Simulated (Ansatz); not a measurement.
# Pressure series in HfS2

Take HfS2 in the CdI2 type structure (space group P-3m1, No. 164; layered, stacked along the Cartesian z axis) as the base.

HfS₂ is modelled in the trigonal space group P-3m1 (No. 164), the CdI2 type structure, Pearson symbol hP3. Conventional cell: a = b = 3.606 Å, c = 5.768 Å, α = β = 90.00°, γ = 120.00°. Hf on 1a sees 6 S at 2.541 Å (octahedral). S on 2d sees 3 Hf at 2.541 Å (trigonal pyramidal). (Neighbours: up to the widest gap in distance over summed covalent radii, below 1.35, at either atom; cation-cation and far metal-metal contacts left out.)

Cell and atoms are relaxed at each pressure.

Method: PBE-D3(BJ)/PAW in Ansatz (an electronic-structure program), no spin-orbit coupling.

Base values:

* **Band gap**: 0.85 eV

The aim is a band gap between 0.45 eV and 0.50 eV. Which of these changes reaches it?
(A) pressure −1 GPa
(B) pressure 10 GPa
(C) pressure 1.5 GPa
(D) pressure 3 GPa
(E) pressure 0.7 GPa

D, pressure 3 GPa. It gives 0.49 eV; pressure 1.5 GPa gives 0.64 eV; pressure −1 GPa gives 1.03 eV; pressure 10 GPa gives zero; pressure 0.7 GPa gives 0.74 eV. Changes not listed may reach it too

The mesh was chosen for an insulator and is coarse for the gapless case. With Hf present, leaving out spin-orbit coupling can change the band edges. Load acts through the strain it causes; cell and atoms are relaxed under it. Stability against distortions was not tested. Competing high-pressure phases were not computed. The final runs are not spin-polarised. A zero or small gap of HfS2 under pressure 10 GPa can be the functional's error rather than a property of the material.
